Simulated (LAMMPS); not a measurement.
Pressure dependence of W (bcc) at 4800 K, from the melt.

All values are model results, not measurements: classical MD, pair style meam, file library.meam (library.meam-W) (LAMMPS).

```csv
P (GPa),state,volume,coordination number,self-diffusion coefficient of W (not corrected for cell size)
0,liquid,20.68 ± 0.01 Å³/atom,7.60 (counted to 3.38 Å),(5.8 ± 0.2) × 10^-5 cm²/s
2,liquid,20.099 ± 0.008 Å³/atom,8.4 (counted to 3.46 Å),(5.8 ± 0.2) × 10^-5 cm²/s
5,liquid,19.437 ± 0.009 Å³/atom,8.2 (counted to 3.38 Å),(5.0 ± 0.2) × 10^-5 cm²/s
```

Caution: the potential MEAM library.meam-W is a first-neighbour MEAM set with a 4 Å cutoff, used here without a parameter file and away from the static properties it was fitted to.

Caution: a run this short can hold a crystal over, or a liquid under, the potential's own melting point, which these runs don't give.

Estimate the isothermal bulk modulus at zero pressure. A parabola P(ln V) through the three points gives −dP/d ln V = 62 GPa at zero pressure.

States go by the mean squared displacement: a species diffuses where it passes 1.5 Å², still rises and gives D over 1e-6 cm²/s; a crystal has left its structure where atoms lie 0.35 Å off their sites on average or a cubic box changes its shape by 3 %, or the axial ratios of another lie 8 % off the starting cell's, which the potential's own relaxation can also do.

Errors of D are the spread over four groups of atoms in one short run; a floor of about 5 %, a picked value, is safer.

The ± values are statistical; the model's systematic error is not in them.
